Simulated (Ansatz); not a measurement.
The starting structures come from a database of crystals and need not be the phases stable at ambient conditions.

 Where the default PAW files enter, the runs use the earlier of Ansatz's two default sets.

# Evanescent states of Na2H4Pd (I4/mmm, not sure to be the ambient phase, 7 atoms a cell, 12.9 Å³ an atom) along the normal of (001)

Computed with r2SCAN (plane waves, PAW; Ansatz, a quantum-chemistry and plane-wave program).

The gap is the functional's own, uncorrected, and κ follows it; spin-orbit coupling is left out. Mid-gap values are interpolated between the computed energies.

Energies count from the valence-band top; κ is the least over a 6×6 mesh across the current.

| E (eV) | κ (1/Å) | where |
|---|---|---|
| 0.07 | 0.105 | Γ |
| 0.20 | 0.170 | Γ |
| 0.33 | 0.207 | Γ |
| 0.46 | 0.231 | Γ |
| 0.58 | 0.247 | Γ |
| 0.71 | 0.258 | Γ |
| 0.84 | 0.264 | Γ |
| 0.97 | 0.268 | Γ |
| 1.10 | 0.269 | Γ |
| 1.24 | 0.268 | Γ |
| 1.36 | 0.264 | Γ |
| 1.50 | 0.259 | Γ |
| 1.62 | 0.251 | Γ |
| 1.75 | 0.241 | Γ |
| 1.89 | 0.229 | Γ |
| 2.02 | 0.214 | Γ |
| 2.15 | 0.195 | Γ |
| 2.27 | 0.173 | Γ |
| 2.40 | 0.126 | off Γ |

### Question
How thick must the barrier be to attenuate the transmission by 10^6 when the electrodes' Fermi level lies at 1.50 eV, and what attenuation does that film give at 0.20 eV?

### Answer
d = 6 ln 10 / (2 × 0.259) = 26.7 Å. At 0.20 eV it gives 6 × 0.170/0.259 = 3.9 decades.
